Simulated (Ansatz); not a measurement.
Relaxation of the outer planes of the (10-10) surface of wurtzite GaN in its 1x1 cell (cut with top plane Ga + N, bottom plane Ga + N), outermost plane spacing 0.93 Å in the ideal cut.

All values below come from PBE (plane waves to 420 eV, PAW; Ansatz, a quantum-chemistry and plane-wave program).

Slab: 36 atoms, Ga18N18, 23.2 Å thick at the start; k 8x5x1, smearing 0.025 eV, dipole-corrected; all atoms relaxed; symmetry of the start imposed; no spin, no spin-orbit, no U.

| plane | atoms | bulk spacing to the next (Å) | relaxed spacing (Å) | change (%) | rumpling (Å) |
|---|---|---|---|---|---|
| 1 | Ga + N | 0.929 | [?] | [?] | [?] |
| 2 | Ga + N | 1.858 | 1.942 | 4.5 | 0.08 (Ga outermost) |

### Question
What belongs in the gaps?

### Answer

- 1, relaxed spacing (Å): 0.719
- 1, change (%): -22.6
- 1, rumpling (Å): 0.26 (N outermost)
